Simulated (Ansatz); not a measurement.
Cells marked so need not be the phases stable at ambient conditions, and some may be hypothetical.

 Where the default PAW files enter, the runs use the earlier of Ansatz's two default sets.

The gap is the functional's own, uncorrected, and κ follows it; spin-orbit coupling is left out. Mid-gap values are interpolated between the computed energies.

A. LiBi(PdO$_{2}$)$_{2}$ (P4/nmm, not sure to be the ambient phase, 16 atoms a cell, 13.6 Å³ an atom, -6 GPa at this level), along the normal of (100)
B. AgNO₃ (R3c, not sure to be the ambient phase, 10 atoms a cell, 13.2 Å³ an atom, -3 GPa at this level), along the normal of (001)
C. Cs2CaH4 (I4/mmm, not sure to be the ambient phase, 7 atoms a cell, 23.5 Å³ an atom), along the normal of (101)
D. LaGaO₃ (R3c, not sure to be the ambient phase, 10 atoms a cell, 12.2 Å³ an atom, -5 GPa at this level), along the normal of (110)
E. Sr(ZnAs)$_{2}$ (P-3m1, not sure to be the ambient phase, 5 atoms a cell, 22.4 Å³ an atom), along the normal of (100)

### Question
Rank these by mid-gap decay constant of the slowest evanescent state (lowest first), as r2SCAN (Ansatz, an electronic-structure program) gives it.

### Answer
E (0.07 1/Å), A (0.17 1/Å), C (0.36 1/Å), D (0.42 1/Å), B (0.70 1/Å)
